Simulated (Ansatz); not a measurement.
The starting structures come from a database of crystals and need not be the phases stable at ambient conditions.

Inside the gap of an insulator the Bloch states are evanescent, with a wavenumber k + iκ along the transport direction.

Given:

```
KRb2ScF6
1.0
    6.27239     0.00000     0.00000
    0.00000     9.10659     0.00000
    3.13619     4.55330     3.13619
K Rb Sc F
1 2 1 6
Direct
  0.00000   0.50000   0.00000
  0.50000   0.75000   0.00000
  0.50000   0.25000   0.00000
  0.00000   0.00000   0.00000
  0.43947   0.16151   0.67698
  0.56053   0.83849   0.32302
  0.88355   0.72204   0.55592
  0.11645   0.27796   0.44408
  0.00000   0.77773   0.00000
  0.00000   0.22227   0.00000
```

Space group of this cell: I4/m. The cell is taken as given.

Transport runs along the normal of the first two printed cell vectors, the (100) plane of the conventional cell.

No gap correction and no spin-orbit coupling; mid-gap values are interpolated between computed energies.

Task: Predict the band gap and the smallest decay constant κ at mid-gap from r2SCAN run with Ansatz (an electronic-structure program).

Result: Gap 7.62 eV on a 10×10×10 mesh; κ = 0.549 1/Å, at the zone centre.
